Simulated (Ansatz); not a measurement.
**GeS2 (model structure, started from the anatase type, I4₁/amd, No. 141, 6 atoms in the cell)**

All values below come from PBEsol (Ansatz, an electronic-structure program, PAW).

Numerical settings: plane-wave cutoff 500 eV, 12×12×12 k mesh, Fermi–Dirac smearing 0.05 eV, scalar-relativistic PAW data made under PBE.

Cell (relaxed at this level):

```cif
data_Ge4S8
_chemical_formula_sum 'Ge4 S8'
_space_group_name_H-M_alt 'I41/amd :1'
_space_group_IT_number 141
_space_group_name_Hall 'I 4bw 2bw -1bw'
_cell_length_a 5.01682
_cell_length_b 5.01682
_cell_length_c 9.83447
_cell_angle_alpha 90.000
_cell_angle_beta 90.000
_cell_angle_gamma 90.000
loop_
_atom_site_label
_atom_site_type_symbol
_atom_site_symmetry_multiplicity
_atom_site_Wyckoff_symbol
_atom_site_fract_x
_atom_site_fract_y
_atom_site_fract_z
_atom_site_occupancy
Ge1 Ge 4 b 0.00000 0.00000 0.50000 1
S1 S 8 e 0.00000 0.00000 0.27352 1
```
(The calculation used a cell of 6 atoms; values per cell refer to that cell.)

For GeS2 (model structure, started from the anatase type, I4₁/amd, No. 141, 6 atoms in the cell), the band gap is 0.37 eV (on the SCF k mesh).

Note: the relaxation could raise the start's symmetry but not lower it, so the cell can be a saddle point.

Spin–orbit coupling is not included.

Computed values are for the static lattice.

The result took around 8 core-minutes (rough).

A model structure was made by putting elements into a prototype or built by hand; it is no filed structure, need not be a known phase, and can be a saddle point held by its symmetry.
